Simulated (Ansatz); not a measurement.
The parent structure is Mg₂Sn (space group Fm-3m, No. 225; a = 6.664 Å; relaxed with 0.1 eV smearing). Axes: x, y, z lie along the cube axes.

Computed with DFT with LDA, PAW potentials and a 420 eV plane-wave cutoff in Ansatz (a first-principles code), no SOC.

Strains are applied to the cell and any free atomic positions relax; under biaxial strain the out-of-plane vector relaxes too.

One change was made to it. Results:

The pressure (mean of the normal stresses, compression positive) goes from zero to 0.6 GPa; the energy rises by 1.1 meV/atom.

Which of these changes matches the shifts?
(A) biaxial strain −0.83 %, plane normal [111], relaxed out of plane
(B) biaxial strain −1.25 %, plane normal [111], relaxed out of plane
(C) biaxial strain −1.67 %, plane normal [111], relaxed out of plane
(D) biaxial strain +1.25 %, plane normal [111], relaxed out of plane

A, biaxial strain −0.83 %, plane normal [111], relaxed out of plane. For comparison, the energy relative to the base in the other runs: biaxial strain −1.67 %, plane normal [111], relaxed out of plane gives +4.6 meV/atom; biaxial strain −1.25 %, plane normal [111], relaxed out of plane gives +2.6 meV/atom; biaxial strain +1.25 %, plane normal [111], relaxed out of plane gives +2.4 meV/atom.

Whether these cells are dynamically stable was not tested.
